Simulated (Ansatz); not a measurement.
# WGe2 (model structure, started from the fluorite type, Fm-3m, No. 225, 3 atoms in the cell): properties by level of theory

```tsv
level (code)	lattice constant a (Å)	formation enthalpy (eV/atom)
PBE (Ansatz)	6.131	0.703
PBEsol (Ansatz)	6.051	0.677
PBE-D3(BJ) (Ansatz)	6.067	0.699
```

Ansatz's density-functional and Hartree–Fock values are scalar-relativistic unless marked +SOC, with PAW data made under PBE.

A model structure was made by putting elements into a prototype or built by hand; it is no filed structure, need not be a known phase, and can be a saddle point held by its symmetry.

Ansatz is an electronic-structure program.
